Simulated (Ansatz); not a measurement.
## Effect of pressure 3 GPa on LiNbO3

Start from LiNbO3 (space group R3c, No. 161; a = 5.135 Å, c = 13.824 Å (hexagonal axes)).

Perturbation: cell and atoms relaxed at a pressure of 3 GPa.

Method: Ansatz (a program for electronic structure), PBEsol, PAW, cutoff 420 eV, spin-orbit coupling left out. Γ-centred 8×8×8 mesh, Fermi–Dirac width 0.05 eV.

```csv
quantity,base,changed,shift
volume per atom,10.52 Å³,10.26 Å³,-0.26 Å³
c/a ratio,2.692,2.699,+0.0065
enthalpy H = E + PV relative to the base's energy,–,+0.19 eV/atom,–
band gap (an upper bound: an edge found on the path is not a true extremum; both cells),3.51 eV,3.54 eV,+0.03 eV
```

Final structure:

```yaml
crystal:
  lattice:
    - [2.54413, 1.46886, 4.57735]
    - [-2.54413, 1.46886, 4.57735]
    - [0.00000, -2.93771, 4.57735]
  atoms:
    - { symbol: Li, position: [0.28122, 0.28122, 0.28122] }
    - { symbol: Li, position: [0.78122, 0.78122, 0.78122] }
    - { symbol: Nb, position: [0.99821, 0.99821, 0.99821] }
    - { symbol: Nb, position: [0.49821, 0.49821, 0.49821] }
    - { symbol: O, position: [0.10516, 0.36538, 0.71713] }
    - { symbol: O, position: [0.71713, 0.10516, 0.36538] }
    - { symbol: O, position: [0.36538, 0.71713, 0.10516] }
    - { symbol: O, position: [0.21713, 0.86538, 0.60516] }
    - { symbol: O, position: [0.86538, 0.60516, 0.21713] }
    - { symbol: O, position: [0.60516, 0.21713, 0.86538] }
```

Cost of the whole job for the changed cell (relaxation, final SCF and bands): very roughly 4 core-minutes.

Load acts through the strain it causes; cell and atoms are relaxed under it. No phonon test of stability was made.
